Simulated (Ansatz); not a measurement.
## Al (P6₃/mmc, No. 194, 4 atoms in the cell; start mp-1183144; another form than the element's usual one)

Calculation: LDA (plane waves, PAW; Ansatz, an electronic-structure program).

Numerical settings: plane-wave cutoff 520 eV, 24×24×6 k mesh (along the axes of the cell as run), Fermi–Dirac smearing 0.05 eV, scalar-relativistic PAW data made under PBE.

Cell (relaxed at this level):

Space group P6₃/mmc (No. 194); a = b = 2.811 Å, c = 9.269 Å, α = β = 90.00°, γ = 120.00°

```
atom  site  symmetry       x       y       z
----  ----  --------  ------  ------  ------
Al      2a      -3m.  0.0000  0.0000  0.0000
Al      2c      -6m2  0.3333  0.6667  0.2500
```

```json
{
  "band_gap": "none",
  "bulk_modulus": "83.6 GPa"
}
```

Note: the relaxation could not lower the start's symmetry, so the cell can be a saddle point above a distorted one; the bulk modulus is −V dP/dV from two relaxed cells at ±2 % in volume.

Static lattice: no zero-point or thermal effects.

Cost on a shared machine: roughly 50 core-seconds.

A start named mp-… is a Materials Project structure, which need not be a measured phase.
